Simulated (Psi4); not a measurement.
Psi4 1.11, B3LYP/def2-tzvp: Ti(OEt)(H)3 (CC[O][TiH3]), 12 atoms. The geometry is a generated start, not checked to be a minimum at this level.

```
Quantity                             Result
--------------------------  ---------------
task                                 energy
method                                b3lyp
basis                             def2-tzvp
memory                                 3 GB
maxiter                                 100
keys of the molecule block      symmetry c1
scf_type                       df (default)
e_convergence               1e-06 (default)
d_convergence               1e-06 (default)
dft_radial_points              75 (default)
dft_spherical_points          302 (default)
basis functions                         186
grid points                          258660
```

```xyz
12

Ti     0.9508     0.3745     1.7052
O      0.2136     0.7667     0.2404
C     -0.4453     0.5940    -0.9650
C     -0.7251    -0.8962    -1.1733
H     -1.3928     1.1617    -0.9465
H      0.1850     0.9828    -1.7842
H     -1.3422    -1.2624    -0.3481
H     -1.2418    -1.0653    -2.1160
H      0.2241    -1.4396    -1.1752
H      2.5629     0.8784     1.5749
H      0.0761     1.1886     2.9054
H      0.9348    -1.2832     2.0823
```

Charge 0 and multiplicity 1 are set for this test and not shown to be the ground state.

With the defaults (diis = true, scf_initial_accelerator = adiis, damping_percentage = 0, diis_max_vecs = 10, soscf = false, soscf_start_convergence = 0.01, guess = auto, which took SAD, level_shift = 0, level_shift_cutoff = 0.01) it converges in 10 SCF iterations. One run each on 2 threads, with these changes:
- soscf = true, soscf_start_convergence = 0.1
- soscf = true, soscf_start_convergence = 0.001
- soscf = true
- diis_max_vecs = 6
- diis_max_vecs = 20
- diis = false, scf_initial_accelerator = none, damping_percentage = 60
- guess = huckel
- level_shift = 0.1, level_shift_cutoff = 0.001
- diis_max_vecs = 3

### Question
Which runs fail or end elsewhere than the default run?

### Answer
No convergence: diis = false, scf_initial_accelerator = none, damping_percentage = 60 (the run ends without SCF convergence in 100 iterations). The rest reach the solution of the defaults.

| setting | SCF iterations | JK calls | end |
|---|---|---|---|
| soscf = true, soscf_start_convergence = 0.001 | 8 | 19 | same solution |
| soscf = true, soscf_start_convergence = 0.1 | 8 | 34 | same solution |
| soscf = true | 8 | 29 | same solution |
| the defaults | 10 | 11 | same solution |
| diis_max_vecs = 20 | 10 | 11 | same solution |
| diis_max_vecs = 6 | 10 | 11 | same solution |
| guess = huckel | 10 | 35 | same solution |
| level_shift = 0.1, level_shift_cutoff = 0.001 | 10 | 11 | same solution |
| diis_max_vecs = 3 | 26 | 27 | same solution |
| diis = false, scf_initial_accelerator = none, damping_percentage = 60 | 100 | 101 | no convergence |

An SOSCF iteration holds several JK calls; a Hückel guess adds calls on atoms.
